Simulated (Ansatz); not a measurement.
System: AlB2-type TiB₂. Method: BLYP (Ansatz, an electronic-structure program, plane waves, PAW).

Excerpt of the program's output:

```
Crystal: 3 atoms, lattice volume = 25.497 Å³
Basis set: ecut = 520 eV, 719 PW (Γ), exchange–correlation on 48×48×48 points (8 copies of the dense FFT grid, shifted against one another)
Bands: 13, of which v1, the nominal top of the filled ones, is band 9 counted from 1 (8 counted from 0)
Symmetry: 24 space group operations
Space group: P6/mmm (ITA 191), of the structure as read, at distance tolerance 2.9e-5 Å
k-points: 610 of 10368
Functional: x = b88, c = lyp
SCF iter   1: F=—  HF=-2821.326340 eV  |F-HF|=—  |Δ(HF+E_count)|=         —  Δρ=1.11e-2  dr2=3.30e-2
SCF iter   2: F=—  HF=-2821.318689 eV  |F-HF|=—  |Δ(HF+E_count)|=   7.65e-3  Δρ=6.86e-3  dr2=1.49e-2
  ...
SCF iter   6: F=—  HF=-2821.314505 eV  |F-HF|=—  |Δ(HF+E_count)|=   3.65e-7  Δρ=2.09e-6  dr2=8.82e-10
SCF iter   7: F=-2821.314505 eV  HF=-2821.314505 eV  |F-HF|=1.73e-11  |Δ(HF+E_count)|=  2.77e-11  Δρ=4.10e-7  dr2=1.76e-11
SCF 1 converged in 7 iterations: F = -2821.314505 eV  dr2 = 1.76e-11
SCF converged after 7 iterations
Free energy (F): -2821.314505 eV
Internal energy: -2821.311214 eV  (E = F + TS)
E sigma→0 (E₀):  -2821.312859 eV
Fermi energy:    15.737972 eV
--- Forces (eV/Å), atoms counted from 1 ---
  atom   1  Ti     0.00000000    -0.00000000     0.00000000
  atom   2  B      0.00000000     0.00000000     0.00000000
  atom   3  B     -0.00000000     0.00000000    -0.00000000
--- Stress (GPa, compression-positive) ---
        6.700199       0.000000      -0.000000
       -0.000000       6.700199       0.000000
       -0.000000       0.000000      10.904951
  P = ⅓ Tr σ = 8.1018 GPa (81.018 kbar)
```

Question: Write an input file that produces this run.

Answer: One answer among several that fit: 
Ansatz 0.2 input:
```yaml
crystal:
  lattice:
    - [1.5118, -2.618514, 0.0]
    - [1.5118, 2.618514, 0.0]
    - [0.0, 0.0, 3.2204]
  atoms:
    - { symbol: Ti, position: [0.0, 0.0, 0.0] }
    - { symbol: B, position: [0.33333333, 0.66666667, 0.5] }
    - { symbol: B, position: [0.66666667, 0.33333333, 0.5] }
basis:
  ecutwfc: 520
  ecutrho_ratio: 4
  xc_grid: 2
kpoints:
  mp_grid: { grid: [24, 24, 18] }
hamiltonian:
  xc: blyp
  dispersion: none
  pseudopotentials: { kind: paw }
scf:
  occupations: { method: fermi_dirac, width: 0.05 }
  convergence: { dr2_threshold: 0.0000000003 }
output:
  forces: true
  stress: true
  eigenvalues: true
```

The PAW data were made under PBE.

Note: cell and atoms aren't relaxed at this level (pressure 8.1 GPa).

Computing time: about 22 core-seconds (a rough figure).
